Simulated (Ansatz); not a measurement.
## Pressure series in SrTiO3

Consider SrTiO$_{3}$ in the cubic perovskite structure (space group Pm-3m, No. 221; a = 3.936 Å).

Cell and atoms are relaxed at each pressure.

Computed with PBE (Ansatz, a program for electronic structure, PAW, without spin-orbit coupling), earlier PAW set.

```json
[
 {"variant": "base", "volume per atom": "12.20 Å³", "band gap": "1.85 eV"},
 {"variant": "pressure −2 GPa", "volume per atom": "12.35 Å³", "band gap": "1.82 eV"},
 {"variant": "pressure −1 GPa", "volume per atom": "12.27 Å³", "band gap": "1.83 eV"},
 {"variant": "pressure 0.3 GPa", "volume per atom": "12.18 Å³", "band gap": "1.85 eV"},
 {"variant": "pressure 0.7 GPa", "volume per atom": "12.15 Å³", "band gap": "1.85 eV"},
 {"variant": "pressure 1.5 GPa", "volume per atom": "12.10 Å³", "band gap": "1.86 eV"},
 {"variant": "pressure 5 GPa", "volume per atom": "11.87 Å³", "band gap": "1.90 eV"},
 {"variant": "pressure 10 GPa", "volume per atom": "11.58 Å³", "band gap": "1.95 eV"}
]
```

Load acts through the strain it causes; cell and atoms are relaxed under it. No phonon test of stability was made. No other phases were tried under pressure. All final runs are without spin polarisation. Many cubic perovskites are stable only at high temperature; tilts and polar distortions were not tested.
